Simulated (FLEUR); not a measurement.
A self-consistent single point of LaBi2ClO4 (P4/mmm, 8 atoms in the cell) with FLEUR.

Method: LDA (Perdew-Zunger), all-electron FLAPW (FLEUR), scalar-relativistic valence.

The change in words: lattice scaled by 0.98. Reference geometry:
```yaml
crystal:
  lattice:
    - [3.98890, 0.00000, 0.00000]
    - [0.00000, 3.98890, 0.00000]
    - [0.00000, 0.00000, 9.33319]
  atoms:
    - { symbol: La, position: [0.00000, 0.00000, 0.00000] }
    - { symbol: Bi, position: [0.50000, 0.50000, 0.27838] }
    - { symbol: Bi, position: [0.50000, 0.50000, 0.72162] }
    - { symbol: Cl, position: [0.00000, 0.00000, 0.50000] }
    - { symbol: O, position: [0.00000, 0.50000, 0.16166] }
    - { symbol: O, position: [0.00000, 0.50000, 0.83834] }
    - { symbol: O, position: [0.50000, 0.00000, 0.16166] }
    - { symbol: O, position: [0.50000, 0.00000, 0.83834] }
```

Reference input (self-consistent single point, DFT, LDA (Perdew-Zunger), all-electron FLAPW (FLEUR), scalar-relativistic valence): Kmax = 4.2 1/bohr; GmaxXC = 14.7 1/bohr; xcFunctional = pz; jspins = 1; l_soc = F; mode = hist; fermiSmearingEnergy = 0.00073499 Htr; mesh (inpgen div1-3) = 6 6 3; inpgen gamma flag = true; Gmax = 14.7 1/bohr; numbands = 0; maxIterBroyd = 40. This run's input differs from it in these lines:

```diff
@@ -5,4 +5,4 @@
 0.0000000000 1.0000000000 0.0000000000
-0.0000000000 0.0000000000 2.3397904184
-7.5379285385
+0.0000000000 0.0000000000 2.3397903672
+7.3871699677
 1.0 1.0 1.0
@@ -50,5 +50,5 @@
          <bravaisMatrix>
-            <row-1>    7.5379285385000001     0.0000000000000000     0.0000000000000000</row-1>
-            <row-2>    0.0000000000000000     7.5379285385000001     0.0000000000000000</row-2>
-            <row-3>    0.0000000000000000     0.0000000000000000    17.6371729689662153</row-3>
+            <row-1>    7.3871699677000002     0.0000000000000000     0.0000000000000000</row-1>
+            <row-2>    0.0000000000000000     7.3871699677000002     0.0000000000000000</row-2>
+            <row-3>    0.0000000000000000     0.0000000000000000    17.2844291312935958</row-3>
          </bravaisMatrix>
```

The program printed (abridged):

```
 Iteration:     1   Distance:      20.65176414 me/bohr^3
 Iteration:     2   Distance:      17.20940933 me/bohr^3
 Iteration:     3   Distance:       7.27408861 me/bohr^3
 Iteration:     4   Distance:       8.00315697 me/bohr^3
 Iteration:     5   Distance:       3.05539762 me/bohr^3
   [... 11 lines left out ...]
 Iteration:    17   Distance:       0.00020158 me/bohr^3
 Iteration:    18   Distance:       0.00002479 me/bohr^3
 Iteration:    19   Distance:       0.00002112 me/bohr^3
 Iteration:    20   Distance:       0.00000480 me/bohr^3
 Reset of history
 Run finished successfully
 Stop message:
   Structural relaxation: new displacements generated

[file out, last iteration]
             iter=     21
[...]
          total density-effective poten   -9.2656410047E+04
          total charge density-energy d   -1.0312628287E+03
 Updated energy parameters for spin:           1
[...]
 fermi energy and band-weighting factors:

[...]
FERMIE:
          first approx. to ef    (T=0)  :   0.251101 htr   (energy of the highest occ. eigenvalue)
          number of occ. states  (T=0)  :        720
          first approx. to seigv (T=0)  : -12.044353 htr
          sum of weights of occ. states :  36.000000
          sum of semicore charge        :   0.000000 e
FERHIS:  Fermi-Energy by histogram:
          bandgap                     :   0.047898 htr
   [... lines left out ...]
          charge neutrality (T=0)     :   0.000000    (zero if the highest occ. eigenvalue is "entirely" occupied)
 Direct bandgap for spin            1 :    6.3654535606008839E-002  Htr
 ---->    free energy=                    -52391.0882267178 htr
   [... lines left out ...]
 TOTAL FORCE FOR ATOM TYPE=  2  X=  3.694   Y=  3.694   Z=  4.812
                       FX_TOT= 0.000000 FY_TOT= 0.000000 FZ_TOT= 0.004397
 TOTAL FORCE FOR ATOM TYPE=  3  X=  0.000   Y=  0.000   Z=  8.642
                       FX_TOT= 0.000000 FY_TOT= 0.000000 FZ_TOT= 0.000000
 TOTAL FORCE FOR ATOM TYPE=  4  X=  0.000   Y=  3.694   Z=  2.794
                       FX_TOT= 0.000000 FY_TOT= 0.000000 FZ_TOT= 0.002890
```

The run converged in 20 iterations. FLEUR gives forces in its relaxation mode, with a further iteration, so its stop message speaks of a relaxation. Against the reference run the free energy drops by 25.5 meV/atom, the largest force goes from 0.649 to 0.226 eV/Å and the gap on the mesh goes from 1.273 to 1.303 eV.

The starting cell comes from a database of computed structures (which also holds hypothetical and non-ambient phases and stackings), without a prior relaxation at this level. For this run, on top of that: lattice scaled by 0.98. Spin-orbit coupling is off. Values depend on the basis (sphere radii, cutoffs, local orbitals), which need not be converged.

Cost on one core of a shared machine: roughly 8 min.
